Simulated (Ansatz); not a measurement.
Start from WSi₂ (space group I4/mmm, No. 139; relaxed with 0.1 eV smearing).

```
CELL_PARAMETERS angstrom
     -1.60119     1.60119     3.90885
      1.60119    -1.60119     3.90885
      1.60119     1.60119    -3.90885
ATOMIC_POSITIONS crystal
  Si 0.66552 0.66552 0.00000
  Si 0.33448 0.33448 0.00000
  W  0.00000 0.00000 0.00000
```

Cartesian axes are those of the cell as printed.

Computed with PBEsol (Ansatz, a first-principles code), scalar-relativistic without spin-orbit coupling.

Base values:

| Property | Result |
|---|---|
| Band gap | zero |

One thing is altered: compressive biaxial strain of 1.50 % in the plane normal to [001], as in epitaxy on a mismatched substrate; the out-of-plane cell vector and the atoms relax.

Problem. What happens to the band gap?

Solution. The band gap stays zero.

Problem. What does the calculation give for the out-of-plane strain after the change?

Solution. The out-of-plane strain amounts to +0.59 %.

No phonon test of stability was made. The final runs are not spin-polarised.
